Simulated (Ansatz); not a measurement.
C under load (space group I4_1/amd), HSE06, rigid bands run with Ansatz (an electronic-structure program). Condition of this run: biaxial stress in (001) of -44 GPa (compression positive) (the target of the relaxation). Band gap 3.76 eV, N_c = 1.63e19 cm⁻³ and N_v = 4.76e18 cm⁻³ at 300 K, conductivity masses along x (a = (0.00, 1.86, 1.76) Å; b = (1.86, 0.00, 1.76) Å; c = (1.86, 1.86, 0.00) Å) of 0.275 mₑ (electrons) and 0.286 mₑ (holes). Take k_BT = 0.02585 eV.

**Question.** Find the intrinsic carrier density and the intrinsic Fermi level.

**Answer.** n_i = √(N_c N_v) exp(−E_g/2k_BT) = 8.81e18 × exp(−72.72) = 2.3e-13 cm⁻³. The level lies (k_BT/2) ln(N_v/N_c) = -16 meV from mid-gap (positive towards the conduction band). Each 0.1 eV added to the gap lowers n_i by a factor of 6.9.

**Question.** A film of it is 3 nm thick, with its normal along the direction named. Estimate the confinement energies in an infinite well.

**Answer.** ħ²π²/(2m t²) = 0.376 eV·nm²/(m/mₑ × t²) gives 152 meV for electrons and 146 meV for holes, so the gap would widen to about 4.06 eV. Finite barriers and nonparabolic bands lower this, and with several valleys or bands the heaviest mass along the normal sets the lowest level, not this average.

**Question.** What built-in voltage has an abrupt junction with N_A = 1e16 and N_D = 1e17 cm⁻³, all dopants ionised?

**Answer.** V_bi = E_g/e − (k_BT/e) ln(N_c N_v/(N_A N_D)) = 3.76 − 0.02585 × 11.26 = 3.47 V, for the computed gap.

Rigid bands with the computed gap; masses take one relaxation time for all states. Spin-orbit coupling is left out. Geometry: cell and atoms relaxed with PBEsol.
